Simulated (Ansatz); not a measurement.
Functionals compared on a constructed model of the (111) surface of fcc Pd, a pseudomorphic layer of Zn in the host's stacking (bottom of the slab: a bare face, its two planes held), in Ansatz (plane waves, PAW). The structure was relaxed with PBE; the other rows are single points on it. Cutoff 420 eV (500 eV for r2SCAN).

Set-up: 7 atoms, 13.6 Å thick at the start; mesh 15x15x1; 0.1 eV smearing; dipole correction on; 2 atoms held, the rest relaxed; held to the start's symmetry, so lower structures may exist; no spin, no spin-orbit, no U. In PBE it is, or lies within 0.01 eV a 1x1 cell of, the lowest of the 2 structures of its composition computed so far; larger cells were not tried. These notes are the PBE run's.

```json
[
 {"functional": "PBE", "work function of the top face (eV)": "4.36", "rough cost of the single point": "–"},
 {"functional": "RPBE", "work function of the top face (eV)": "4.21", "rough cost of the single point": "roughly 19 core-seconds"},
 {"functional": "r2SCAN", "work function of the top face (eV)": "4.44", "rough cost of the single point": "very roughly 70 core-seconds"}
]
```

Ansatz is an electronic-structure program.
